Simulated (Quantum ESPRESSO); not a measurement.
Input and output of a self-consistent single point for CdAu (P1, 2 atoms in the cell) (Quantum ESPRESSO).

Computed with PBEsol, GBRV 1.5 ultrasoft (PBESOL) pseudopotentials (plane waves; Quantum ESPRESSO 7.5).

The change in words: atoms moved at random. Reference geometry:
```yaml
crystal:
  lattice:
    - [3.33811, 0.00000, 0.00000]
    - [0.00000, 3.33811, 0.00000]
    - [0.00000, 0.00000, 3.33811]
  atoms:
    - { symbol: Cd, position: [0.00000, 0.00000, 0.00000] }
    - { symbol: Au, position: [0.50000, 0.50000, 0.50000] }
```

Reference input (self-consistent single point, DFT, PBEsol, plane waves, GBRV 1.5 ultrasoft (PBESOL) pseudopotentials): ecutwfc = 40 Ry; ecutrho = 320 Ry; occupations = smearing; smearing = gauss; degauss = 0.019992 Ry; potentials = {Cd: cd_pbesol_v1.uspp.F.UPF, Au: au_pbesol_v1.uspp.F.UPF}; K_POINTS = automatic 7 7 7 0 0 0; conv_thr = 1e-10 Ry; mixing_beta = 0.5. This run's input differs from it in these lines:

```diff
@@ -9,4 +9,3 @@
 &system
- ibrav = 1,
- celldm(1) = 6.308104225,
+ ibrav = 0,
  nat = 2,
@@ -27,6 +26,10 @@
 ATOMIC_POSITIONS angstrom
-Cd    0.000000000    0.000000000    0.000000000
-Au    1.669052500    1.669052500    1.669052500
+Cd    0.010351464   -0.039937088   -0.029114952
+Au    1.658701036    1.708989588    1.698167452
 K_POINTS automatic
 7 7 7  0 0 0
+CELL_PARAMETERS angstrom
+   3.338105000     0.000000000     0.000000000
+   0.000000000     3.338105000     0.000000000
+   0.000000000     0.000000000     3.338105000
```

Output, abridged:

```
     Self-consistent Calculation

     iteration #  1     ecut=    40.00 Ry     beta= 0.50

     negative rho (up, down):  2.118E-02 0.000E+00

     total energy              =    -229.10895887 Ry
     estimated scf accuracy    <       0.38529638 Ry

     iteration #  2     ecut=    40.00 Ry     beta= 0.50

     negative rho (up, down):  2.111E-02 0.000E+00

     total energy              =    -229.23917420 Ry
     estimated scf accuracy    <       0.12087126 Ry

     iteration #  3     ecut=    40.00 Ry     beta= 0.50

     negative rho (up, down):  2.129E-02 0.000E+00

     total energy              =    -229.25971038 Ry
     estimated scf accuracy    <       0.00213015 Ry

   [... 5 blocks of this kind left out ...]

     iteration #  9     ecut=    40.00 Ry     beta= 0.50

     negative rho (up, down):  2.155E-02 0.000E+00

     total energy              =    -229.26053475 Ry
     estimated scf accuracy    <          2.3E-10 Ry

     iteration # 10     ecut=    40.00 Ry     beta= 0.50

     negative rho (up, down):  2.155E-02 0.000E+00
     End of self-consistent calculation

     Number of k-points >= 100: set verbosity='high' to print the bands.

     the Fermi energy is    13.9507 ev

!    total energy              =    -229.26053475 Ry
     estimated scf accuracy    <          2.0E-11 Ry
     smearing contrib. (-TS)   =      -0.00139800 Ry
     internal energy E=F+TS    =    -229.25913675 Ry

     convergence has been achieved in  10 iterations

     negative rho (up, down):  2.155E-02 0.000E+00

     Forces acting on atoms (cartesian axes, Ry/au):

     atom    1 type  1   force =    -0.00305768    0.01142659    0.00846386
     atom    2 type  2   force =     0.00305768   -0.01142659   -0.00846386

     Total force =     0.020570     Total SCF correction =     0.000010

     negative rho (up, down):  2.155E-02 0.000E+00
          total   stress  (Ry/bohr**3)                   (kbar)     P=      -20.09
  -0.00012741  -0.00000930  -0.00000687          -18.74       -1.37       -1.01
  -0.00000930  -0.00014565   0.00002581           -1.37      -21.43        3.80
  -0.00000687   0.00002581  -0.00013660           -1.01        3.80      -20.09

   JOB DONE.
```

The run converged in 10 iterations. Against the reference run the free energy goes up by 9.3 meV/atom, the pressure goes from -2.46 to -2.01 GPa and the largest force goes from 0.000 to 0.374 eV/Å.

The starting cell comes from a database of computed structures (which also holds hypothetical and non-ambient phases and stackings), without a prior relaxation at this level. Its lattice was rescaled by a random factor within 2.5 % of one. For this run, on top of that: atoms moved at random.

Cost on one core of a shared machine: roughly 90 s.
